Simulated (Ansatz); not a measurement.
We consider CsPbCl3 (Amm2, No. 38, 10 atoms in the cell; start mp-1539667), described by HSE06 (plane waves, PAW; Ansatz, a program for electronic structure).

Input file:

Ansatz 0.2 input:
```yaml
crystal:
  lattice:
    - [5.6890211887, 0.0, 0.0]
    - [0.0, 5.5002775332, 5.506352486]
    - [0.0, -5.5002775332, 5.506352486]
  atoms:
    - { symbol: Cs, position: [0.5, 0.5139637289, 0.5139637289] }
    - { symbol: Cs, position: [0.5, -0.0168149514, -0.0168149514] }
    - { symbol: Pb, position: [0.0, 0.504370948, 0.01029932] }
    - { symbol: Pb, position: [0.0, 0.01029932, 0.504370948] }
    - { symbol: Cl, position: [0.0, 0.1939147924, 0.8192918004] }
    - { symbol: Cl, position: [0.0, 0.8192918004, 0.1939147924] }
    - { symbol: Cl, position: [0.5, 0.0021351111, 0.5112001228] }
    - { symbol: Cl, position: [0.5, 0.5112001228, 0.0021351111] }
    - { symbol: Cl, position: [0.0, 0.7038374648, 0.7038374648] }
    - { symbol: Cl, position: [0.0, 0.3298216631, 0.3298216631] }
basis:
  ecutwfc: 460
  ecutrho_ratio: 4
  xc_grid: 2
kpoints:
  mp_grid: { grid: [4, 4, 4] }
hamiltonian:
  xc: hse06
  dispersion: none
  pseudopotentials: { azcp: { folder: ./paw }, kind: paw }
scf:
  occupations: { method: fermi_dirac, width: 0.01 }
  convergence: { dr2_threshold: 0.000000001 }
output:
  forces: true
  stress: true
  eigenvalues: true
```

Q: How many irreducible k-points, plane waves at Γ does the program set up, and what pressure does the run end with?

A: 21 irreducible k-points, 7699 plane waves at Γ; P = 1.25 GPa, so the cell is compressed on average and its volume would grow at this level.

Excerpt of the program's output:

```
WARN output.stress: scf.exx.energy_threshold = 1e-6 eV is looser than the 1e-7 eV advised for a stress under a hybrid functional (1e-8 eV for each atom of the …
Crystal: 10 atoms, lattice volume = 344.601 Å³
Basis set: ecut = 460 eV, 7699 PW (Γ), exchange–correlation on 80×120×120 points (8 copies of the dense FFT grid, shifted against one another)
Bands: 54, of which v1, the nominal top of the filled ones, is band 44 counted from 1 (43 counted from 0)
Symmetry: 4 space group operations
Space group: Amm2 (ITA 38), of the structure as read, at distance tolerance 7.0e-5 Å
k-points: 21 of 64 (time reversal used)
Initial density: superposition of atomic densities (chi_scale 0.1, normalization cell, long waves kept (reshape's long-wave potential 0.01 eV rms))
SCF iter   1: F=—  HF=-41653.922594 eV  |F-HF|=—  |Δ(HF+E_count)|=         —  Δρ=2.32e-2  dr2=4.63e0
SCF iter   2: F=—  HF=-41651.857554 eV  |F-HF|=—  |Δ(HF+E_count)|=    2.07e0  Δρ=7.99e-3  dr2=3.80e-1
  ...
Crystal: 10 atoms, lattice volume = 344.601 Å³
Initial density: handed on by an earlier stage of this run
Crystal: 10 atoms, lattice volume = 344.601 Å³
SCF iter   4: F=—  HF=-41672.898420 eV  |F-HF|=—  |Δ(HF+E_count)|=   1.13e-8  Δρ=8.23e-7  dr2=3.10e-9
SCF iter   5: F=-41672.898420 eV  HF=-41672.898420 eV  |F-HF|=1.53e-10  |Δ(HF+E_count)|=   3.75e-9  Δρ=2.67e-7  dr2=2.76e-10
SCF 3 converged in 5 iterations: F = -41672.898420 eV  dr2 = 2.76e-10
Free energy (F): -41672.898420 eV
Internal energy: -41672.898420 eV  (E = F + TS)
E sigma→0 (E₀):  -41672.898420 eV
Fermi energy:    4.897549 eV
--- Forces (eV/Å), atoms counted from 1 ---
  atom   1  Cs     0.00000000    -0.00000000    -0.01233095
  atom   2  Cs     0.00000000     0.00000000     0.03548412
  atom   3  Pb     0.00000000    -0.01300570    -0.00478772
  atom   4  Pb     0.00000000     0.01300570    -0.00478772
  atom   5  Cl     0.00000000    -0.00982098     0.00394171
  atom   6  Cl     0.00000000     0.00982098     0.00394171
  atom   7  Cl     0.00000000     0.01624114    -0.00801780
  atom   8  Cl     0.00000000    -0.01624114    -0.00801780
  atom   9  Cl     0.00000000     0.00000000    -0.01328782
  atom  10  Cl     0.00000000    -0.00000000     0.00789435
--- Stress (GPa, compression-positive) ---
        1.381053       0.000000       0.000000
        0.000000       1.187273       0.000000
        0.000000       0.000000       1.187516
  P = ⅓ Tr σ = 1.2519 GPa (12.519 kbar)
```

The PAW data were made under PBE.

Note: cell and atoms aren't relaxed at this level (largest force component 0.04 eV/Å, pressure 1.3 GPa).

A start named mp-… is a Materials Project structure, which need not be a measured phase.
